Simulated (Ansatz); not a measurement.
Input and output of a relaxation of the atoms for CdHgSe2 (R3m, 4 atoms in the cell) (Ansatz, an electronic-structure program).

Level of theory: LDA (PW92), default PAW files made with PBE (plane waves; Ansatz).

The change in words: one atom moved by 0.15 angstrom; relax: default → atoms; relax.f_tol: default → 0.001 eV/Å. Reference geometry:
```yaml
crystal:
  lattice:
    - [2.17039, 1.25308, 7.08105]
    - [-2.17039, 1.25308, 7.08105]
    - [0.00000, -2.50615, 7.08105]
  atoms:
    - { symbol: Cd, position: [0.50033, 0.50033, 0.50033] }
    - { symbol: Hg, position: [0.99985, 0.99985, 0.99985] }
    - { symbol: Se, position: [0.87420, 0.87420, 0.87420] }
    - { symbol: Se, position: [0.37560, 0.37560, 0.37560] }
```

Reference input (self-consistent single point, DFT, LDA (PW92), plane waves, default PAW files made with PBE): basis.ecutwfc = 30.9 Ry; kpoints.mp_grid.grid = 8 8 8; hamiltonian.xc = lda; hamiltonian.pseudopotentials = {kind: paw} (the program's default PAW files); scf.occupations.method = gaussian; scf.occupations.width = 0.0073 Ry. This run's input differs from it in these lines:

```diff
@@ -7,3 +7,3 @@
   atoms:
-    - { symbol: Cd, position: [0.500330, 0.500330, 0.500330] }
+    - { symbol: Cd, position: [0.507391, 0.507391, 0.507391] }
     - { symbol: Hg, position: [0.999853, 0.999853, 0.999853] }
@@ -20,2 +20,4 @@
   occupations: { method: gaussian, width: 0.0073 Ry }
+relax:
+  f_tol: 0.001
 output:
```

Output (repeated stretches shortened):

```
   [... SCF lines of the steps left out ...]
relax step   1: F+E_penalty+E_count = -32408.18837600 eV  Δ(F+E_penalty+E_count) = +0.000e0 eV  max|allowed force component| = 5.982e-1 eV/Å  Δτ_max = 0.0000 Å  (7 SCF iters, dr2 threshold 1.00e-7 eV, accepted)
relax step   2: F+E_penalty+E_count = -32408.21405364 eV  Δ(F+E_penalty+E_count) = -2.568e-2 eV  max|allowed force component| = 4.095e-1 eV/Å  Δτ_max = 0.1564 Å  (6 SCF iters, dr2 threshold 2.24e-5 eV, accepted)
relax step   3: F+E_penalty+E_count = -32408.23303431 eV  Δ(F+E_penalty+E_count) = -1.898e-2 eV  max|allowed force component| = 1.731e-1 eV/Å  Δτ_max = 0.0539 Å  (5 SCF iters, dr2 threshold 1.05e-5 eV, accepted)
relax step   4: F+E_penalty+E_count = -32408.23683449 eV  Δ(F+E_penalty+E_count) = -3.800e-3 eV  max|allowed force component| = 2.803e-2 eV/Å  Δτ_max = 0.0257 Å  (5 SCF iters, dr2 threshold 5.35e-6 eV, accepted)
relax step   5: F+E_penalty+E_count = -32408.23693518 eV  Δ(F+E_penalty+E_count) = -1.007e-4 eV  max|allowed force component| = 4.626e-3 eV/Å  Δτ_max = 0.0044 Å  (5 SCF iters, dr2 threshold 4.91e-8 eV, accepted)
relax step   6: F+E_penalty+E_count = -32408.23693802 eV  Δ(F+E_penalty+E_count) = -2.841e-6 eV  max|allowed force component| = 2.453e-4 eV/Å  Δτ_max = 0.0008 Å  (5 SCF iters, accepted)
the relaxation is at rest under the 6 symmetry operations that the run kept from its start: a minimum is not shown …
Stability not checked: this state was not tested for a lower state beside it, because too few of the mixer's solves of this state at the end of the SCF gave a …
Free energy (F): -32408.236938 eV
Internal energy: -32408.236481 eV  (E = F + TS)
E sigma→0 (E₀):  -32408.236710 eV
Entropy (-TS):   -0.000457 eV (-0.114 meV/atom)
Fermi energy:    7.519574 eV
--- Forces (eV/Å), atoms counted from 1 ---
  atom   1  Cd    -0.00000000     0.00000000     0.00005414
   [... lines left out ...]
  atoms:
    - { symbol: Cd, position: [0.5021611765774436, 0.5021611765774436, 0.5021611765774436] }
    - { symbol: Hg, position: [1.0015829187381156, 1.0015829187381156, 1.0015829187381153] }
    - { symbol: Se, position: [0.8759608891996853, 0.8759608891996853, 0.8759608891996851] }
    - { symbol: Se, position: [0.37734201548475566, 0.37734201548475566, 0.3773420154847556] }
```

The run converged. 

Summary of the result:
* **Free energy E − TS (on the zero of these files)**: -32408.2369 eV
* **Fermi level (on the code's own zero)**: 7.52 eV
* **Pressure**: -2.55 GPa
* **Relaxation steps**: 6

The starting cell comes from a database of computed structures (which also holds hypothetical and non-ambient phases and stackings), without a prior relaxation at this level. Its lattice was rescaled by up to half a per cent. For this run, on top of that: one atom moved by 0.15 angstrom. The relaxation keeps the symmetry of its start, so its end need not be a minimum. Ansatz's pressure includes its estimate of the finite-basis (Pulay) stress. The run gives no clean gap (levels at the Fermi energy touch, overlap or are partly filled at this smearing), which alone does not show that the compound is a metal.

Cost on one core of a shared machine: roughly 3 min.

Keys are those of Ansatz 0.2.
